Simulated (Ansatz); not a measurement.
Here is the system:

```xyz
10
Lattice="3.6742 0.0000 0.0000 0.0000 5.1961 0.0000 0.0000 0.0000 22.3484" Properties=species:S:1:pos:R:3 pbc="T T T"
O      2.7557     2.4187     7.5470
Hg     0.9186     1.6699     7.7775
O      4.5928     5.0790     9.3049
Hg     2.7557     3.9312     9.4200
O      6.4299     7.6600    11.1742
Hg     4.5928     6.4123    11.1742
O      8.2670    10.2751    13.0435
Hg     6.4299     9.1274    12.9284
O     10.1041    12.8109    14.8014
Hg     8.2670    12.0622    14.5709
```

No spin polarisation.

Level of theory: Ansatz (a first-principles code) PBEsol, no spin-orbit coupling, earlier PAW set. Γ-centred 13×9×1 mesh, Fermi–Dirac width 0.05 eV. The cell is a slab with vacuum along z.

### Question
Predict the band gap and gap character.

### Answer
The band gap is 0.30 eV and the gap character is direct at Γ.

Spin-orbit coupling, missing from the scalar runs, can matter with Hg. Whether these cells are dynamically stable was not tested. The cell was made from HgO in the zinc blende structure (space group F-43m, No. 216; a hypothetical phase, not in the database extracts checked) by this change: a free-standing slab of 5 layers (10 atoms, 2 a layer) is cut normal to [110], with 15 Å of vacuum and the in-plane cell held at bulk. The zero or small gap of HgO can change with the level of theory.
